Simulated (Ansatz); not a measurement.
## SiC: pressure series

Base system: SiC in the wurtzite structure (space group P6_3mc, No. 186; a = 3.076 Å, c = 5.048 Å).

Cell and atoms are relaxed at each pressure.

Method: PBEsol/PAW in Ansatz (a quantum-chemistry and plane-wave program), no SOC.

| pressure (GPa) | volume per atom (Å³/atom) |
|---|---|
| -2 | 10.434 |
| -1 | 10.387 |
| 0 | 10.340 |
| 0.9 | ? |
| 2.1 | 10.245 |
| 4.5 | 10.140 |
| 9 | 9.958 |
| 22.5 | 9.491 |
| 30 | 9.270 |

### Question
Fit the third-order Birch–Murnaghan form P(V) = (3B₀/2)[(V₀/V)^(7/3) − (V₀/V)^(5/3)]·[1 + (3/4)(B₀′ − 4)((V₀/V)^(2/3) − 1)] (squares taken in P) to the rows shown and predict the withheld row.

### Answer
Least squares on the printed values gives V₀ = 10.340 Å³/atom, B₀ = 223 GPa, B₀′ = 3.8; this predicts 10.298 Å³/atom, and the run gives 10.299 Å³/atom, in agreement.

Load acts through the strain it causes; cell and atoms are relaxed under it. Stability against distortions was not tested. Competing high-pressure phases were not computed.
